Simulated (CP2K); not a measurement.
CP2K run on Li3Mg (Pm-3m, 4 atoms in the cell): self-consistent single point.

Level of theory: LDA (Pade form), GPW, DZVP-MOLOPT-SR-GTH basis, GTH-PADE potentials (GTH_POTENTIALS) (CP2K).

```
CELL_PARAMETERS angstrom
      4.30430     0.00000     0.00000
      0.00000     4.30430     0.00000
      0.00000     0.00000     4.30430
ATOMIC_POSITIONS crystal
  Li 0.50000 0.50000 0.00000
  Li 0.00000 0.50000 0.50000
  Li 0.50000 0.00000 0.50000
  Mg 0.00000 0.00000 0.00000
```

Reference input (self-consistent single point, DFT PBEsol, GPW, DZVP-MOLOPT-SR-GTH basis, GTH-PBE potentials (GTH_POTENTIALS)): CUTOFF = 1000 Ry; REL_CUTOFF = 50 Ry; SMEAR/METHOD = GAUSSIAN; SIGMA = 0.1 eV; KPOINTS/SCHEME = MONKHORST-PACK 10 10 10; GAMMA_CENTERED = T; XC_FUNCTIONAL = PBE:PBESOL; Li/BASIS_SET = DZVP-MOLOPT-SR-GTH-q3; Li/POTENTIAL = GTH-PBE-q3; Mg/BASIS_SET = DZVP-MOLOPT-SR-GTH-q10; Mg/POTENTIAL = GTH-PBE-q10; METHOD = GPW. This run's input differs from it in these lines:

```diff
@@ -44,6 +44,3 @@
     &XC
-      &XC_FUNCTIONAL
-        &PBE
-          PARAMETRIZATION PBESOL
-        &END PBE
+      &XC_FUNCTIONAL PADE
       &END XC_FUNCTIONAL
@@ -81,3 +78,3 @@
       BASIS_SET DZVP-MOLOPT-SR-GTH-q3
-      POTENTIAL GTH-PBE-q3
+      POTENTIAL GTH-PADE-q3
     &END KIND
@@ -85,3 +82,3 @@
       BASIS_SET DZVP-MOLOPT-SR-GTH-q10
-      POTENTIAL GTH-PBE-q10
+      POTENTIAL GTH-PADE-q10
     &END KIND
```

Output, abridged:

```
 SCF WAVEFUNCTION OPTIMIZATION

  Step     Update method      Time    Convergence         Total energy    Change
     1 NoMix/Diag. 0.30E+00      -     1.06160912       -85.5706783333 -8.56E+01
     2 Broy./Diag. 0.30E+00      -     0.01164618       -85.5020393328  6.86E-02
     3 Broy./Diag. 0.30E+00      -     0.06857741       -85.2840665885  2.18E-01
     4 Broy./Diag. 0.30E+00      -     0.00852493       -85.2278804231  5.62E-02
     5 Broy./Diag. 0.30E+00      -     0.00771533       -85.2598759814 -3.20E-02
     6 Broy./Diag. 0.30E+00      -     0.00128181       -85.2544570727  5.42E-03
   [... 5 lines left out ...]
    12 Broy./Diag. 0.30E+00      -     0.00003264       -85.2525380573  1.70E-05
    13 Broy./Diag. 0.30E+00      -     0.00000232       -85.2525323076  5.75E-06
    14 Broy./Diag. 0.30E+00      -     0.00000231       -85.2525231526  9.16E-06
    15 Broy./Diag. 0.30E+00      -     0.00000028       -85.2525207373  2.42E-06
  *** SCF run converged in    15 steps ***

  Overlap energy of the core charge distribution:               0.00000000000000
  Self energy of the core charge distribution:               -152.76759276299799
  Core Hamiltonian energy:                                     41.47242489831082
  Hartree energy:                                              39.55436021504295
  Exchange-correlation energy:                                -13.51137563319340
  Smearing free energy correction:                             -0.00033745448121
  Fermi energy:                                                 0.05901892809822

  Total energy:                                               -85.25252073733888
  Total energy (extrapolated to sigma->0):                    -85.25235201009828

                     Mulliken Population Analysis

   [... lines left out ...]

 STRESS| Analytical stress tensor [bar]
 STRESS|                        x                   y                   z
 STRESS|      x       -3.97341563168E+03   1.51497068395E-03   1.51496983494E-03
 STRESS|      y        1.51497068395E-03  -3.97341563167E+03   1.51496999072E-03
 STRESS|      z        1.51496983494E-03   1.51496999072E-03  -3.97341563164E+03
 STRESS| 1/3 Trace                                            -3.97341563166E+03
```

The run converged in 15 iterations. Against the reference run the pressure goes from 0.85 to -0.40 GPa.

The starting cell comes from a database of computed structures (which also holds hypothetical and non-ambient phases and stackings), without a prior relaxation at this level. Its lattice was rescaled by a random factor within 2.5 % of one. Values carry the incompleteness of an atom-centred basis.

Cost on one core of a shared machine: roughly 50 s.
